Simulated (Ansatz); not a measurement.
# How a calculation on Ti4Cu3O12 (Im-3, 19 atoms in the cell) responds to its settings

```
Ti4(CuO4)3
1.0
   -3.69939     3.69939     3.69939
    3.69939    -3.69939     3.69939
    3.69939     3.69939    -3.69939
Ti Cu O
4 3 12
Cartesian
  1.84970   1.84970   1.84970
  1.84970   1.84970  -1.84970
 -1.84970   1.84970   1.84970
  1.84970  -1.84970   1.84970
  0.00000   0.00000   3.69939
  3.69939   0.00000   0.00000
  0.00000   3.69939   0.00000
  2.39144  -1.36870   3.69939
  1.30796   5.06810   0.00000
  2.39144   1.36870   3.69939
  1.30796   2.33069   0.00000
  3.69939   2.39144  -1.36870
  0.00000   1.30796   5.06810
  3.69939   2.39144   1.36870
  0.00000   1.30796   2.33069
 -1.36870   3.69939   2.39144
  5.06810   0.00000   1.30796
  1.36870   3.69939   2.39144
  2.33069   0.00000   1.30796
```

Base run A: Ansatz (a first-principles code) with r2SCAN, default PAW files made with PBE, self-consistent single point.

Its settings: basis.ecutwfc = 500 eV; kpoints.mp_grid.grid = 7 7 7; kpoints.mp_grid.shift = 0.5 0.5 0.5; hamiltonian.xc = r2scan; hamiltonian.pseudopotentials = {kind: paw} (the program's default PAW files); scf.occupations.method = fermi_dirac; scf.occupations.width = 0.1 eV.

The starting cell comes from a database of computed structures (which also holds hypothetical and non-ambient phases and stackings), without a prior relaxation at this level. Spin polarisation is off; with an odd number of electrons in the cell that forces a metal, and a magnetic state may lie lower. In the base run, with a pressure of about -8 GPa the cell is away from its equilibrium volume at this level. Ansatz's pressure includes its estimate of the finite-basis (Pulay) stress.

ΔF is the free energy per atom less that of run A. 

```json
[
 {"run": "A", "change": "base", "ΔF (meV/atom)": "0.00", "pressure (GPa)": "-7.73", "largest force (eV/Å)": "0.177", "iterations": "9"},
 {"run": "B", "change": "scf.eigensolver.kind: default (the program chose band_cg) → davidson", "ΔF (meV/atom)": "0.00", "pressure (GPa)": "-7.73", "largest force (eV/Å)": "0.177", "iterations": "10"},
 {"run": "C", "change": "basis.precision: default → f64", "ΔF (meV/atom)": "0.00", "pressure (GPa)": "-7.73", "largest force (eV/Å)": "0.177", "iterations": "9"},
 {"run": "D", "change": "scf.self_checks: default → high", "ΔF (meV/atom)": "0.00", "pressure (GPa)": "-7.73", "largest force (eV/Å)": "0.177", "iterations": "9"}
]
```

Runs B, C, D ended on the same solution as A (within 1 meV/atom).

Left out of this page: 1 run of the series stopped by limits of time or memory.

Keys are those of Ansatz 0.2.
